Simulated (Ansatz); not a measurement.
Cubic perovskite TlMnCl₃ was calculated with PBEsol in Ansatz (PAW).

Settings: plane-wave cutoff 520 eV, 8×8×8 k mesh, Fermi–Dirac smearing 0.01 eV, spin-polarised start, scalar-relativistic PAW data made under PBE.

Response to compression and expansion:

```json
[
 {"V (Å³/atom)": "22.771", "P (GPa)": "2.92", "direct gap at Γ (eV)": "3.287", "smallest gap on the k mesh (eV)": "0.289"},
 {"V (Å³/atom)": "23.255", "P (GPa)": "1.83", "direct gap at Γ (eV)": "3.350", "smallest gap on the k mesh (eV)": "0.424"},
 {"V (Å³/atom)": "23.740", "P (GPa)": "0.87", "direct gap at Γ (eV)": "3.410", "smallest gap on the k mesh (eV)": "0.551"},
 {"V (Å³/atom)": "24.224", "P (GPa)": "0.00", "direct gap at Γ (eV)": "3.466", "smallest gap on the k mesh (eV)": "0.671"},
 {"V (Å³/atom)": "24.709", "P (GPa)": "-0.77", "direct gap at Γ (eV)": "3.518", "smallest gap on the k mesh (eV)": "0.783"},
 {"V (Å³/atom)": "25.193", "P (GPa)": "-1.46", "direct gap at Γ (eV)": "3.568", "smallest gap on the k mesh (eV)": "0.889"},
 {"V (Å³/atom)": "25.678", "P (GPa)": "-2.08", "direct gap at Γ (eV)": "3.615", "smallest gap on the k mesh (eV)": "0.988"}
]
```

The fundamental gap (0.67 eV at the equilibrium volume, with added k points) lies elsewhere than Γ–Γ.

Note: the magnetic order was assumed, not searched for or taken from measurement; the relaxation could not lower the start's symmetry, so the cell can be a saddle point above a distorted one.

Spin–orbit coupling is not included; with these elements it can move the gap by several tenths of an eV or more.

Ansatz is a first-principles code.
